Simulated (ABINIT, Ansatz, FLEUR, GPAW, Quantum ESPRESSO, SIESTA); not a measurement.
# One structure in several programs: InHO2 (Pmn2_1, 8 atoms in the cell)

Self-consistent single point.

```yaml
crystal:
  lattice:
    - [3.29850, 0.00000, 0.00000]
    - [0.00000, 4.59052, 0.00000]
    - [0.00000, 0.00000, 5.30213]
  atoms:
    - { symbol: In, position: [0.00000, 0.72794, 0.00035] }
    - { symbol: In, position: [0.50000, 0.27206, 0.50035] }
    - { symbol: H, position: [0.00000, 0.80110, 0.47911] }
    - { symbol: H, position: [0.50000, 0.19890, 0.97911] }
    - { symbol: O, position: [0.00000, 0.52282, 0.63851] }
    - { symbol: O, position: [0.50000, 0.47718, 0.13851] }
    - { symbol: O, position: [0.00000, 0.98158, 0.36403] }
    - { symbol: O, position: [0.50000, 0.01842, 0.86403] }
```

Shared settings, as Ansatz (a quantum-chemistry and plane-wave program) writes them: kpoints.mp_grid.grid = 3 2 2; scf.occupations.method = fermi_dirac; scf.occupations.width = 0.01 eV. Potentials and cutoffs stand in the table.

```json
[
 {"code": "FLEUR", "model": "LDA (Perdew-Zunger), all-electron FLAPW (FLEUR), scalar-relativistic valence", "pressure (GPa)": "–", "largest force (eV/Å)": "0.692", "gap on the mesh (eV)": "1.704", "cutoff": "Kmax 4.7 1/bohr"},
 {"code": "SIESTA", "model": "LDA PW92, numerical atomic orbitals DZP, PseudoDojo LDA standard norm-conserving potentials (rewritten from UPF to PSML)", "pressure (GPa)": "-3.24", "largest force (eV/Å)": "0.919", "gap on the mesh (eV)": "1.843", "cutoff": "grid 300 Ry"},
 {"code": "ABINIT", "model": "LDA (PW92), norm-conserving pseudopotentials (PseudoDojo nc-sr-04 LDA standard)", "pressure (GPa)": "-5.33", "largest force (eV/Å)": "0.483", "gap on the mesh (eV)": "1.883", "cutoff": "84 Ry"},
 {"code": "GPAW", "model": "LDA (Perdew-Wang 92), GPAW PAW datasets LDA (gpaw-data 1.0.1)", "pressure (GPa)": "–", "largest force (eV/Å)": "0.668", "gap on the mesh (eV)": "1.859", "cutoff": "950 eV"},
 {"code": "Quantum ESPRESSO", "model": "LDA (PZ), GBRV 1.5 ultrasoft (LDA) pseudopotentials", "pressure (GPa)": "-5.50", "largest force (eV/Å)": "0.883", "gap on the mesh (eV)": "1.860", "cutoff": "40 Ry"},
 {"code": "Ansatz", "model": "LDA (PW92), PAW files made with PBE", "pressure (GPa)": "-5.31", "largest force (eV/Å)": "0.568", "gap on the mesh (eV)": "1.860", "cutoff": "420 eV"}
]
```

Size of the force on each atom (eV/Å): Sizes of forces hide their directions.

```
code                In1    In2     H3     H4     O5     O6     O7     O8
----------------  -----  -----  -----  -----  -----  -----  -----  -----
FLEUR             0.139  0.139  0.678  0.678  0.190  0.190  0.692  0.692
SIESTA            0.064  0.064  0.919  0.919  0.154  0.154  0.909  0.909
ABINIT            0.012  0.012  0.482  0.482  0.054  0.054  0.483  0.483
GPAW              0.027  0.027  0.634  0.634  0.042  0.042  0.668  0.668
Quantum ESPRESSO  0.031  0.031  0.863  0.863  0.043  0.043  0.883  0.883
Ansatz            0.009  0.009  0.548  0.548  0.040  0.040  0.568  0.568
```

A dash marks a value that a program does not give, or that is left out as unsure.

Gaps are read on the mesh.

The spread over the programs that give each value: pressure within 2.26 GPa; largest force within 0.436 eV/Å; gap on the mesh within 0.179 eV.

SIESTA uses small atom-centred bases, whose incompleteness enters pressures, forces and empty levels differently from a plane-wave cutoff. FLEUR treats all electrons, but the usual bases taken here (sphere radii, linearisation, local orbitals, empty states) were not tested for convergence, so the values are no reference for the others. Ansatz's pressure is given at a fixed set of plane waves, as the other plane-wave codes print theirs; with its correction for the finite basis it is -4.72 GPa (the shift of 0.59 GPa shows how far the cutoff is from converged). The pressure of GPAW is left out: its cutoff lies under the one at which its stress was checked. The same LDA comes in different parametrisations, which differ slightly. In the pressure, SIESTA (by 2.09) lies more than 1 GPa from the median of the plane-wave programs. In the gap, FLEUR (by 0.156) lies more than 0.12 eV from the median of the plane-wave programs. In the force vectors, FLEUR (by 0.154), SIESTA (by 0.328), ABINIT (by 0.135) and Quantum ESPRESSO (by 0.272) lie more than 0.08 eV/Å from the median of the plane-wave programs.

On the base mesh (7 5 4) the same programs gave: Ansatz pressure -5.21 GPa, gap on the mesh 1.877 eV; Quantum ESPRESSO pressure -5.40 GPa, gap on the mesh 1.877 eV; ABINIT pressure -5.23 GPa, gap on the mesh 1.900 eV; GPAW gap on the mesh 1.875 eV; FLEUR gap on the mesh 1.715 eV; SIESTA pressure -3.43 GPa, gap on the mesh 1.861 eV.

The starting cell comes from a database of computed structures (which also holds hypothetical and non-ambient phases and stackings), without a prior relaxation at this level.

Left out of this page: CP2K (on another mesh).

Keys are those of Ansatz 0.2.
